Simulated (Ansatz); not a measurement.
The reference is WC (space group P-6m2, No. 187; a = 2.884 Å, c = 2.812 Å; relaxed with 0.1 eV smearing). Axes: x lies along a and z along c of the hexagonal cell.

The values are results of Ansatz (a program for electronic structure), LDA, PAW, cutoff 420 eV, no SOC, not measurements.

Strains are applied to the cell and any free atomic positions relax; under biaxial strain the out-of-plane vector relaxes too.

One change was made to it. Results:

The pressure (mean of the normal stresses, compression positive) goes from zero to -3.0 GPa; the shortest interatomic distance grows by 0.005 Å, from 2.179 Å to 2.184 Å.

Question: Name the change that was made.
A. biaxial strain +1.00 %, plane normal [001], relaxed out of plane
B. biaxial strain −2.00 %, plane normal [001], relaxed out of plane
C. biaxial strain −3.00 %, plane normal [001], relaxed out of plane
D. biaxial strain +0.50 %, plane normal [001], relaxed out of plane

Answer: D, biaxial strain +0.50 %, plane normal [001], relaxed out of plane. For comparison, the pressure in the other runs: biaxial strain −3.00 %, plane normal [001], relaxed out of plane gives 21.2 GPa; biaxial strain +1.00 %, plane normal [001], relaxed out of plane gives -6.0 GPa; biaxial strain −2.00 %, plane normal [001], relaxed out of plane gives 13.6 GPa.

Whether these cells are dynamically stable was not tested. The final runs are not spin-polarised.
